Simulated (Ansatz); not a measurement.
Functionals compared on the (31-41) surface of hcp Re in its 1x1 cell, outermost plane spacing 0.11 Å in the ideal cut, in Ansatz (plane waves, PAW). The structure was relaxed with PBE; the other rows are single points on it, each with its references at the same level. Cutoff 420 eV (500 eV for r2SCAN).

Model: 32-atom slab, 10.0 Å thick at the start (thin: gaps and levels are the slab's own), 7x5x1 mesh, Fermi-Dirac 0.1 eV, dipole correction, all atoms relaxed; start symmetry kept, larger cells not searched; no spin, no spin-orbit, no U. These notes are the PBE run's.

| functional | surface energy (J/m²) | work function of the top face (eV) | rough cost of the single point |
|---|---|---|---|
| PBE | 3.25 | 4.53 | – |
| LDA | 3.77 | 4.84 | very roughly 8 core-minutes |
| PBEsol | ___ | ___ | very roughly 8 core-minutes |
| RPBE | 3.04 | 4.39 | around 8 core-minutes (rough) |
| r2SCAN | 3.44 | 4.56 | roughly 17 core-minutes |

Q: Fill in the missing entries.

A: 
- PBEsol, surface energy (J/m²): 3.66
- PBEsol, work function of the top face (eV): 4.64

Ansatz is a first-principles code.
